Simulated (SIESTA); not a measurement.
Checking a run of SIESTA on Rb₂CrCl₄ (C2/m, 7 atoms in the cell). The aim is a self-consistent single point with DFT, GGA PBEsol, numerical atomic orbitals DZP, PseudoDojo PBEsol standard norm-conserving potentials (rewritten from UPF to PSML).

Cell that was meant: a = 5.1396 Å, b = 5.1396 Å, c = 8.8599 Å, α = 106.20°, β = 106.20°, γ = 89.99°.

Part of the input:

```
XC.functional                GGA
XC.authors                   PBEsol
PAO.BasisSize                DZP
PAO.EnergyShift              0.1 Ry
MeshCutoff                   300 Ry
%block kgrid.MonkhorstPack
    7   0   0  0.5
```

The program printed (abridged):

```
reinit: Reading from file input.fdf

reinit: System Name: Rb2CrCl4
reinit: System Label: rb2crcl4

NOTE on units for spin output:
   [... lines left out ...]
       -3.496399    0.000000    8.140791

outcell: Cell vector modules (Ang)   :    5.139638    5.139638    8.859869
outcell: Cell angles (23,13,12) (deg):    106.2044    106.2044     89.9927
outcell: Cell volume (Ang**3)        :    215.0462
new_DM -- step:     1
Initializing Density Matrix...

Attempting to read DM from file... Failed...
DM filled with atomic data (user-defined):

InitMesh: MESH = 54 x 54 x 90 = 262440
InitMesh: Mesh cutoff (required, used) =   300.000   333.223 Ry

stepf: Fermi-Dirac step function
        iscf     Eharris(eV)        E_KS(eV)     FreeEng(eV)     dDmax    Ef(eV) dHmax(eV)
   scf:    1    -5158.035913    -5462.104572    -5462.150199  0.736790  5.070786 97.499298
     spin moment: {S} , |S| = {        0.0        0.0    0.02167 }     0.02167
   scf:    2    -5569.912332    -5519.806441    -5519.910904  0.448892  4.651646 72.793322
     spin moment: {S} , |S| = {        0.0        0.0    0.67571 }     0.67571
   scf:    3    -3878.093586    -5151.726597    -5151.919403  0.860533 -1.657665141.130042
   [... lines left out ...]
     spin moment: {S} , |S| = {        0.0        0.0    3.98654 }     3.98654
   scf:   28    -5626.700820    -5626.700825    -5626.753842  0.000027  0.656137  0.001203
     spin moment: {S} , |S| = {        0.0        0.0    3.98654 }     3.98654
   scf:   29    -5626.700818    -5626.700821    -5626.753842  0.000021  0.656112  0.001028
     spin moment: {S} , |S| = {        0.0        0.0    3.98655 }     3.98655
   scf:   30    -5626.700814    -5626.700818    -5626.753842  0.000019  0.656101  0.000848
     spin moment: {S} , |S| = {        0.0        0.0    3.98656 }     3.98656
SCF Convergence by DM+H criterion
max |DM_out - DM_in|         :     0.0000189594
max |H_out - H_in|      (eV) :     0.0008477187
SCF cycle converged after 30 iterations

Using DM_out to compute the final energy and forces

siesta: E_KS(eV) =            -5626.7008

siesta: E_KS - E_eggbox =     -5626.7008

siesta: Atomic forces (eV/Ang):
     1   -0.071942   -0.000000    0.879051
     2    0.071942   -0.000000   -0.879051
     3   -0.000000    0.000000   -0.000000
     4    0.000000   -0.000000    0.000000
     5    0.000000    0.000000    0.000000
     6    0.027000   -0.000000   -2.370915
     7   -0.027000    0.000000    2.370915
   Tot   -0.000000    0.000000   -0.000000
   Max    2.370915
   Res    0.780712    sqrt( Sum f_i^2 / 3N )
   [... lines left out ...]
siesta: FreeEng =     -5626.753842
siesta: Cell volume =        215.046161 Ang**3
siesta:        -282.90818679       -309.63076059  kBar
   [... lines left out ...]
     1    -0.542284    9.542284    0.005638  Rb
     2    -0.542284    9.542284    0.005638  Rb
     3    -0.397140   14.397140    4.070196  Cr
     4     0.413029    6.586971   -0.016879  Cl
     5     0.413029    6.586971   -0.016879  Cl
     6     0.327825    6.672175   -0.030580  Cl
     7     0.327825    6.672175   -0.030580  Cl
 Total    -0.000000                3.986555
```

Is anything amiss in this input, and did it matter?

The run is not sound. The fault is an energy shift that confines the orbitals too tightly. A large shift gives short orbitals and a poorer basis. To fix it, use a small shift. The run converged in 30 iterations without an error; against the sound input the free energy goes up by 7.31 eV/atom, the pressure goes from -3.20 to -28.29 GPa, the largest force goes from 0.348 to 2.371 eV/Å and the size of the net moment stays at 0.57 μB/atom.

An input that runs soundly differs in these lines (not the only fix; some lines may just follow from the change or write a value another way):
```diff
-PAO.EnergyShift              0.1 Ry
+PAO.EnergyShift              0.01 Ry
```

With that input, the run converged in 17 iterations: free energy E − TS -5677.9074 eV; Fermi level (on the code's own zero) -4.12 eV; pressure -3.20 GPa; largest force (vector length) 0.348 eV/Å; size of the cell's spin moment 4.00 μB (DFT, GGA PBEsol, numerical atomic orbitals DZP, PseudoDojo PBEsol standard norm-conserving potentials (rewritten from UPF to PSML)).

On the sound input: the starting cell comes from a database of computed structures (which also holds hypothetical and non-ambient phases and stackings), without a prior relaxation at this level. Its lattice was rescaled by a random factor within 2.5 % of one. With one magnetic atom in the cell only a parallel order is possible. Values carry the incompleteness of an atom-centred basis. With a pressure of about -3 GPa the cell is away from its equilibrium volume at this level.
